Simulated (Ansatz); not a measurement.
# Bi2Te3: pressure series

The reference is Bi2Te3 in the Bi2Te3 type structure (space group R-3m, No. 166; a = 4.3871 Å, c = 30.2858 Å (hexagonal axes)).

Cell and atoms are relaxed at each pressure.

Method: DFT with PBE-D3(BJ), PAW potentials and a 420 eV plane-wave cutoff in Ansatz (a quantum-chemistry and plane-wave program), no spin-orbit coupling.

Computed cases, in order: pressure −1 GPa; 0 GPa (base); pressure 0.3 GPa; pressure 0.7 GPa; pressure 1.5 GPa; pressure 3 GPa; pressure 5 GPa; pressure 7.5 GPa; pressure 10 GPa.

**Question.** Between which two neighbouring cases does the band gap open or close?

**Answer.** Between pressure 7.5 GPa (0.15 eV) and pressure 10 GPa (zero). The whole series: pressure −1 GPa: 0.31 eV; 0 GPa (base): 0.26 eV; pressure 0.3 GPa: 0.26 eV; pressure 0.7 GPa: 0.25 eV; pressure 1.5 GPa: 0.24 eV; pressure 3 GPa: 0.23 eV; pressure 5 GPa: 0.24 eV; pressure 7.5 GPa: 0.15 eV; pressure 10 GPa: zero.

A case with no gap was solved on a k-mesh chosen for an insulator, which is coarse for it. Spin-orbit coupling, missing from the scalar runs, can matter with Bi and Te. Load acts through the strain it causes; cell and atoms are relaxed under it. No phonon test of stability was made. Competing high-pressure phases were not computed. All final runs are without spin polarisation. The zero or small gap of Bi2Te3 can change with the level of theory.
